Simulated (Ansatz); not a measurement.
Base system: InAs in the zinc blende structure (space group F-43m, No. 216; a = 6.087 Å).

Structures relaxed with PBEsol (Ansatz, a quantum-chemistry and plane-wave program), scalar-relativistic without spin-orbit coupling, earlier PAW set.

Base:

Simulated powder pattern, Cu Kα1, λ = 1.54056 Å (kinematic, ideal powder, no thermal factors, no anomalous dispersion; the 14 strongest lines at most, above 2 %, up to 2θ = 90°):

```tsv
2θ (°)	I/Imax (%)	hkl
25.32	100	(111)
29.32	4.1	(200)
41.94	74	(220)
49.63	47	(311)
60.82	12	(400)
66.95	19	(331)
76.62	24	(422)
82.22	14	(333)
```

Perturbation: every As is replaced by Sb; the structure is relaxed again.

Problem. Where do the lines fall after the change?

Solution. 
Simulated powder pattern, Cu Kα1, λ = 1.54056 Å (kinematic, ideal powder, no thermal factors, no anomalous dispersion; the 14 strongest lines at most, above 2 %, up to 2θ = 90°):

```
2θ (°)  d (Å)  I/Imax (%)    hkl
------  -----  ----------  -----
23.62   3.764         100  (111)
39.05   2.305          80  (220)
46.14   1.966          49  (311)
56.41   1.630          13  (400)
62.00   1.496          20  (331)
70.74   1.331          27  (422)
75.75   1.255          15  (511)
83.88   1.152         8.4  (440)
88.69   1.102          15  (531)
```

The indices refer to each structure's own conventional cell; one index is shown for lines that coincide.

Whether these cells are dynamically stable was not tested. All final runs are without spin polarisation.
